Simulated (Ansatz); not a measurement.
For CaTiN₂ (model structure, started from the MgZrN2 type, I4₁/amd, No. 141, 8 atoms in the cell), LDA in Ansatz (PAW) gives:

| Quantity | Value |
|---|---|
| lattice parameter a | 4.468 Å |
| lattice parameter c | 8.883 Å |
| bulk modulus | 192 GPa |
| cohesive energy | 6.66 eV/atom |

Question: What does r²SCAN (Ansatz, an electronic-structure program, PAW) give for the same quantities?

Answer: 
- lattice constant a: 4.557 Å (goes up by 2.0 %)
- lattice parameter c: 9.001 Å (rises by 1.3 %)
- bulk modulus: 175 GPa (drops by 8.9 %)
- cohesive energy: 5.51 eV/atom (shrinks by 1.15 eV/atom)

Changes are worked out from the printed values.

Unless a cell is named, each level is at its own relaxed cell (LDA 11.08, r²SCAN 11.68 Å³/atom).

Caveats: the bulk modulus is −V dP/dV from two relaxed cells at ±2 % in volume (LDA, r²SCAN). Ansatz's density-functional and Hartree–Fock values are scalar-relativistic unless marked +SOC, with PAW data made under PBE.

A model structure was made by putting elements into a prototype or built by hand; it is no filed structure, need not be a known phase, and can be a saddle point held by its symmetry.
